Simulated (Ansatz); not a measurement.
Cost and result by functional for the adsorption energy of H2O on the 1x1 (0001) surface of corundum (cut with top plane Al), one in a 1x1 cell, started at the site 'over Al at depth 1.2 Å', in Ansatz (plane waves, PAW). Single points on the PBE structure, on one kind of machine; costs are rough ratios of the slab run's core time (references not counted) to the cheapest single point. r2SCAN's cost holds its higher cutoff (500 against 420 eV). Differences are taken against HSE06 for comparison alone: no measured value is at hand, so the table doesn't rank accuracy. HSE06 ran on a coarser k-mesh, which lowers its cost and may carry part of its shift.

Host crystal: corundum, with a band gap (PBE, scalar-relativistic without spin-orbit coupling).

Set-up: 23 atoms, 6.7 Å thick at the start under the adsorbate (thin: gaps and levels are the slab's own); mesh 6x6x1; 0.01 eV smearing; dipole correction on; 9 atoms held, the rest relaxed; no symmetry held; no spin, no spin-orbit, no U, no dispersion correction. At the end it is bonded to Al. In PBE it is, or lies within 0.03 eV of, the lowest of the starts that converged. These notes are the PBE run's. Adsorption energies are against H2O(g). A negative adsorption energy means that the adsorbate is more stable on the surface than in its reference.

```
functional                     relative cost  adsorption energy (eV)  less HSE06 (eV)
-----------------------------  -------------  ----------------------  ---------------
RPBE                                       1                   -0.69             0.23
r2SCAN                                     2                   -1.09            -0.16
HSE06                                     20                   -0.93             0.00
PBE (the relaxed run's value)              –                   -0.93             0.00
```

The values span 0.40 eV, while the single points' costs differ by a factor of roughly 20. Differences are of unrounded values.

Ansatz is an electronic-structure program.
